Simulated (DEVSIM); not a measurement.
System: Schottky contact on n-type Si, at 300 K.

Layer 1 from the left is Si, thickness (μm) 0.880, Nd (cm⁻³) 7.1e16, τn (s) 0.00062, τp (s) 0.00062. Layer 2 from the left is Si, thickness (μm) 17.0, Nd (cm⁻³) 1e18, τn (s) 0.00062, τp (s) 0.00062.

Left contact: Schottky, work function 4.68 eV, emission velocity 4.6e6 cm/s. Right contact: ohmic. Voltage is applied to the left contact. Recombination: SRH at mid-gap. Mobility is μmin + (μ − μmin)/(1 + (N/Nref)^α).

The device is made up for the run: typed textbook-type constants, with dimensions and the other settings drawn at random. Values at 300 K.

Si: gap (eV) 1.124, affinity (eV) 4.05, permittivity 11.7, Nc (cm⁻³) 2.86e19, Nv (cm⁻³) 3.1e19, μn (cm²/Vs) 1417, μp (cm²/Vs) 470, μn,min 52, μp,min 45, Nref,n 9.7e16, Nref,p 2.2e17, αn 0.68, αp 0.72.

Simulated with DEVSIM: 1D drift-diffusion, Boltzmann statistics, complete ionisation; no tunnelling, impact ionisation, image-force lowering or self-heating. Metal contacts follow the ideal Schottky-Mott rule: no Fermi-level pinning, no interface dipoles.

**Question.** What does the simulation give for the dark forward voltage at 1 A/cm², the dark forward voltage at 100 A/cm², the potential step across the device at zero bias?

**Answer.** dark forward voltage at 1 A/cm² 0.196 V; dark forward voltage at 100 A/cm² 0.322 V; potential step across the device at zero bias 0.543 V.
